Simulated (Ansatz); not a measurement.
# TbSi2 (I4₁/amd, No. 141; cell taken from a computed entry)

All values below come from LDA (PAW; Ansatz, a quantum-chemistry and plane-wave program).

Run with plane-wave cutoff 500 eV, 14×14×14 k mesh, Fermi–Dirac smearing 0.05 eV, spin-polarised start, scalar-relativistic PAW data made under PBE.

Cell: relaxed at this level.

* **volume per atom**: 17.74 Å³/atom
* **lattice parameter a**: 3.907 Å
* **c axis length**: 13.951 Å
* **band gap**: none

Note: the magnetic order was assumed, not searched for or taken from measurement; the relaxation could not lower the start's symmetry, so the cell can be a saddle point above a distorted one; the 4f shell is treated without U or exact exchange, so its levels and filling can be wrong.

Spin–orbit coupling is not included.

Static lattice: no zero-point or thermal effects.

Computing time: very roughly 11 core-minutes.
